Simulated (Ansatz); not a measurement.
Take C in the diamond structure (space group Fd-3m, No. 227) as the base.

```yaml
crystal:
  lattice:
    - [0.00000, 1.78014, 1.78014]
    - [1.78014, 0.00000, 1.78014]
    - [1.78014, 1.78014, 0.00000]
  atoms:
    - { symbol: C, position: [0.50000, 0.50000, 0.50000] }
    - { symbol: C, position: [0.75000, 0.75000, 0.75000] }
```

Cartesian axes are those of the cell as printed.

Levels (all Ansatz, an electronic-structure program, PAW): r2SCAN (500 eV, without spin-orbit coupling); HSE06 (420 eV, spin-orbit coupling left out).

Its gap is 4.36 eV with r2SCAN and 5.30 eV with HSE06.

The change: uniaxial stress, 8 GPa tension along z, with the cell and atoms free to relax against it.

With r2SCAN the gap becomes 4.24 eV.

Q: If the HSE06 correction stayed the same, what would the HSE06 gap be, and what does the HSE06 run give?

A: A rigid correction of +0.94 eV gives 5.18 eV. The HSE06 run gives 5.18 eV, so the two effects roughly add.

Single points use the geometry relaxed with r2SCAN. HSE06 was sampled on its mesh, a few special points and the semilocal edge points, so its gap is an upper bound. Load acts through the strain it causes; cell and atoms are relaxed under it. Stability under load was not tested beyond the relaxation.
